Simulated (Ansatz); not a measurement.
A (18,0) carbon nanotube has 72 atoms in a period of 4.272 Å, a mean diameter of 14.17 Å, and lies 39 meV/atom over the flat sheet relaxed at the same level.

The numbers are results of PBE (plane waves to 420 eV, PAW; Ansatz, a program for electronic structure), not measurements. Mesh 1×1×18. No spin polarisation. Isolated but for its images some 11 Å away. An idealised model, rolled from the flat sheet. It keeps the symmetry and period of its start, so it need not be a minimum against all distortions.

**Question.** Which bending rigidity of the sheet does this imply in the thin-plate picture?

**Answer.** A plate bent to radius R stores D/(2R²) an area. The area an atom is π × 14.17 × 4.272/72 = 2.64 Å², so the stored energy is 0.039/2.64 = 0.0148 eV/Å². With R = 7.085 Å, D = 2R² × 0.0148 = 1.5 eV.
